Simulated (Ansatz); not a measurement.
The reference is CdS in the wurtzite structure (space group P6_3mc, No. 186; a = 4.1966 Å, c = 6.8302 Å). Axes: x lies along a and z along c of the hexagonal cell.

All numbers come from PBE in Ansatz (plane waves to 420 eV, PAW, no spin-orbit coupling), earlier PAW set.

Before the change:

The width of the top valence band comes out as 1.55 eV and the electron mass is 0.12 mₑ along c, 0.13 mₑ across (at Γ). The band gap is 1.11 eV and the valence-band top at Γ is 0.00, 0.00, -0.04 eV.

One thing is altered: tensile biaxial strain of 2.11 % in the plane normal to [001], as in epitaxy on a mismatched substrate; the out-of-plane cell vector and the atoms relax.

Predict the new width of the top valence band.

The width of the top valence band drops by 0.04 eV to 1.51 eV.

What does the calculation give for the electron mass after the change?

The electron mass goes from 0.12 mₑ along c, 0.13 mₑ across (at Γ) to 0.12 mₑ (at Γ).

Estimate the effect on the band gap.

The band gap drops by 0.07 eV to 1.04 eV.

How does this affect the valence-band top at Γ?

The valence-band top at Γ (three highest levels, from the VBM) becomes 0.00, -0.07, -0.07 eV (base: 0.00, 0.00, -0.04 eV).

What does the calculation give for the out-of-plane strain after the change?

The out-of-plane strain is -1.84 %.

Effective masses come from finite differences of ±0.01 Å⁻¹. No phonon test of stability was made.

Ansatz is a quantum-chemistry and plane-wave program.
